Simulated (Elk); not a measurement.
## Elk run on LiCl (Fm-3m, 2 atoms in the cell): self-consistent single point

Level of theory: PBE, all-electron FP-LAPW, Elk's shipped species files, APW+lo basis with extra local orbitals run with Elk 10.2.4.

Input:

```
tasks
  0

xctype
  20

tforce
  .true.

rgkmax
  8.0

gmaxvr
  18.0

lmaxapw
  10

lmaxo
  8

nxlo
  2

lorbcnd
  .true.

lradstp
  2

nrmtscf
  2.0

lmaxi
  4

stype
  0

swidth
  0.0001

avec
    0.0000000000    4.7635573643    4.7635573643
    4.7635573643    0.0000000000    4.7635573643
    4.7635573643    4.7635573643    0.0000000000

atoms
  2   : nspecies
  'Li.in'   : spfname
  1   : natoms; atposl, bfcmt below
  0.0000000000  0.0000000000  0.0000000000    0.0 0.0 0.0
  'Cl.in'   : spfname
  1   : natoms; atposl, bfcmt below
  0.5000000000  0.5000000000  0.5000000000    0.0 0.0 0.0

ngridk
  11 11 11
```

The program printed (abridged):

```
│ Elk code version 10.2.4 │

All units are atomic (Hartree, Bohr, etc.)

│ Ground-state run starting from atomic densities │

Lattice vectors :
   0.000000000       4.763557364       4.763557364
   4.763557364       0.000000000       4.763557364
   4.763557364       4.763557364       0.000000000

Unit cell volume      :    216.1843215
Brillouin zone volume :    1.147401494

Muffin-tin inner radius fraction :   0.1000000000E-01

Nuclei treated as point charges

Species :    1 (Li)
 parameters loaded from : Li.in
 name : lithium
 nuclear charge    :   -3.000000000
 electronic charge :    3.000000000
 atomic mass :    12652.66897
 muffin-tin radius :    1.800000000
 number of radial points in muffin-tin :    599
 atomic positions (lattice), magnetic fields (Cartesian) :
   1 :   0.00000000  0.00000000  0.00000000    0.00000000  0.00000000  0.00000000

Species :    2 (Cl)
 parameters loaded from : Cl.in
 name : chlorine
 nuclear charge    :   -17.00000000
 electronic charge :    17.00000000
 atomic mass :    64626.86545
 muffin-tin radius :    2.200000000
 number of radial points in muffin-tin :    799
 atomic positions (lattice), magnetic fields (Cartesian) :
   1 :   0.50000000  0.50000000  0.50000000    0.00000000  0.00000000  0.00000000

Total number of atoms per unit cell :    2

Spin treatment :
 spin-unpolarised

Number of Bravais lattice symmetries :   48
Number of crystal symmetries         :   48
Crystal has inversion symmetry
Real symmetric eigensolver will be used

k-point grid :     11    11    11
k-point offset :    0.000000000       0.000000000       0.000000000
k-point set is reduced with full crystal symmetry group
Total number of k-points :       56

Muffin-tin radius times maximum |G+k| :    8.000000000
 using average radius
Maximum |G+k| for APW functions       :    4.000000000
Maximum (1/2)|G+k|²                   :    8.000000000
Maximum |G| for potential and density :    18.00000000
 potential will be trimmed for |G| > 2 gkmax
Constant for pseudocharge density :   10
Radial integration step length :    2

G-vector grid sizes :     40    40    40
Number of G-vectors :    21331

Maximum angular momentum used for
 APW functions                      :   10
 outer part of muffin-tin           :    8
 inner part of muffin-tin           :    4

Total nuclear charge    :   -20.00000000
Total core charge       :    10.00000000
Total valence charge    :    10.00000000
Total excess charge     :    0.000000000
Total electronic charge :    20.00000000

Effective Wigner radius, rₛ :    1.371624382

Number of empty states         :    8
Total number of valence states :   13
Total number of core states    :   10

Conduction state local-orbitals added automatically
Total number of local-orbitals :  196

Exchange-correlation functional :     20     0     0
 Perdew-Burke-Ernzerhof, Phys. Rev. Lett. 77, 3865 (1996)
 gradient requirement :    1
 generalised gradient approximation (GGA)

Smearing type :    0
 Gaussian
Smearing width :   0.1000000000E-03
Effective electronic temperature (K) :    31.57750248

Mixing type :    3
 Broyden mixing, J. Phys. A: Math. Gen. 17, L317 (1984)

Kohn-Sham potential initialised from atomic data

│ Self-consistent loop started │
│ Loop number : 1 │
 total energy                :     -471.945956785
│ Loop number : 2 │
 total energy                :     -471.916943325
RMS change in Kohn-Sham potential (target) :    9.666973889     (  0.1000000000E-05)
Absolute change in total energy (target)   :   0.2901345999E-01 (  0.1000000000E-03)
│ Loop number : 3 │
 total energy                :     -470.538729087
RMS change in Kohn-Sham potential (target) :    4.892418623     (  0.1000000000E-05)
Absolute change in total energy (target)   :    1.385467603     (  0.1000000000E-03)
│ Loop number : 4 │
 total energy                :     -469.660167572
RMS change in Kohn-Sham potential (target) :    1.705857575     (  0.1000000000E-05)
Absolute change in total energy (target)   :    1.224928416     (  0.1000000000E-03)
│ Loop number : 5 │
 total energy                :     -469.320731342
RMS change in Kohn-Sham potential (target) :   0.4702865449     (  0.1000000000E-05)
Absolute change in total energy (target)   :   0.6456683339     (  0.1000000000E-03)
│ Loop number : 6 │
 total energy                :     -469.215408291
RMS change in Kohn-Sham potential (target) :   0.1064021819     (  0.1000000000E-05)
Absolute change in total energy (target)   :   0.2667401344     (  0.1000000000E-03)
│ Loop number : 7 │
 total energy                :     -469.180862097
RMS change in Kohn-Sham potential (target) :   0.1426573819E-01 (  0.1000000000E-05)
Absolute change in total energy (target)   :   0.1012312282     (  0.1000000000E-03)
│ Loop number : 8 │
 total energy                :     -469.175436272
RMS change in Kohn-Sham potential (target) :   0.4180144737E-02 (  0.1000000000E-05)
Absolute change in total energy (target)   :   0.3073363126E-01 (  0.1000000000E-03)
│ Loop number : 9 │
 total energy                :     -469.172568104
RMS change in Kohn-Sham potential (target) :   0.6757239932E-03 (  0.1000000000E-05)
Absolute change in total energy (target)   :   0.1055157577E-01 (  0.1000000000E-03)
│ Loop number : 10 │
 total energy                :     -469.171883242
RMS change in Kohn-Sham potential (target) :   0.2519398436E-03 (  0.1000000000E-05)
Absolute change in total energy (target)   :   0.3322756552E-02 (  0.1000000000E-03)
│ Loop number : 11 │
 total energy                :     -469.171498105
RMS change in Kohn-Sham potential (target) :   0.2123994613E-04 (  0.1000000000E-05)
Absolute change in total energy (target)   :   0.1215825902E-02 (  0.1000000000E-03)
│ Loop number : 12 │
 total energy                :     -469.171475974
RMS change in Kohn-Sham potential (target) :   0.1090085659E-04 (  0.1000000000E-05)
Absolute change in total energy (target)   :   0.3260875332E-03 (  0.1000000000E-03)
│ Loop number : 13 │
 total energy                :     -469.171452142
RMS change in Kohn-Sham potential (target) :   0.1360420076E-05 (  0.1000000000E-05)
Absolute change in total energy (target)   :   0.1053538990E-03 (  0.1000000000E-03)
│ Loop number : 14 │
 total energy                :     -469.171449814
RMS change in Kohn-Sham potential (target) :   0.7604866291E-06 (  0.1000000000E-05)
Absolute change in total energy (target)   :   0.2866690426E-04 (  0.1000000000E-03)
Convergence targets achieved

│ Loop number : 15 │

Energies :
 Fermi                       :     0.393003470325E-01
 sum of eigenvalues          :     -263.423751111
 electron kinetic            :      471.485796049
 core electron kinetic       :      444.696648662
 Coulomb                     :     -910.511143956
 Coulomb potential           :     -695.964299314
 nuclear-nuclear             :     -67.9736430319
 electron-nuclear            :     -989.110702535
 Hartree                     :      146.573201610
 Madelung                    :     -562.528994299
 xc potential                :     -38.9452478459
 exchange                    :     -29.4001233466
 correlation                 :    -0.745976883498
 total energy                :     -469.171448138

Density of states at Fermi energy :   0.8314728450E-05
 (states/Hartree/unit cell)

Estimated indirect band gap :   0.2438542181
 from k-point     16 to k-point      1
Estimated direct band gap   :   0.2439625993
 at k-point      1

Charges :
 core                        :    10.00000000
 valence                     :    10.00000000
 interstitial                :    2.155532837
 muffin-tins (core leakage)
  species :    1 (Li)
   atom    1                 :    2.113814356     (   0.000000000    )
  species :    2 (Cl)
   atom    1                 :    15.73065281     (  0.1576422546E-04)
 total in muffin-tins        :    17.84446716
 total calculated charge     :    19.99996676
 total charge                :    20.00000000
 error                       :   0.3323989183E-04

│ Self-consistent loop stopped │

Forces :
 species :    1 (Li)
  atom :    1
   Hellmann-Feynman          :     0.00000000    0.00000000    0.00000000
   IBS                       :    -0.00000000   -0.00000000   -0.00000000
   total force               :     0.00000000    0.00000000   -0.00000000
   total magnitude           :     0.00000000
 species :    2 (Cl)
  atom :    1
   Hellmann-Feynman          :    -0.00000000    0.00000000    0.00000000
   IBS                       :     0.00000000   -0.00000000   -0.00000000
   total force               :    -0.00000000   -0.00000000    0.00000000
   total magnitude           :     0.00000000
```

The run converged in 15 iterations. The count includes the last loop, which Elk runs after its targets are met.

The starting cell comes from a database of computed structures (which also holds hypothetical and non-ambient phases and stackings), without a prior relaxation at this level. Its lattice was rescaled by a random factor within 2.5 % of one. Values depend on the basis (sphere radii, cutoffs, local orbitals), which need not be converged.

Cost on one core of a shared machine: roughly 30 s.
